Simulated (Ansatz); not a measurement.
Consider BN in the rock salt structure (space group Fm-3m, No. 225; a = 3.483 Å; a hypothetical phase, not in the database extracts checked).

Perturbation: cell and atoms relaxed at a pressure of 0.7 GPa.

Levels (all Ansatz, a quantum-chemistry and plane-wave program, PAW): PBEsol (420 eV, spin-orbit coupling left out); HSE06 (420 eV, scalar-relativistic without spin-orbit coupling).

The geometry is relaxed with PBEsol.

- PBEsol band gap = 1.30 eV

With HSE06 at the same geometry, the band gap grows by 0.962 eV to 2.27 eV.

Single points use the geometry relaxed with PBEsol. The hybrid gap comes from the SCF mesh plus the semilocal run's edge points and a few special points and is an upper bound. Load acts through the strain it causes; cell and atoms are relaxed under it. Whether these cells are dynamically stable was not tested.
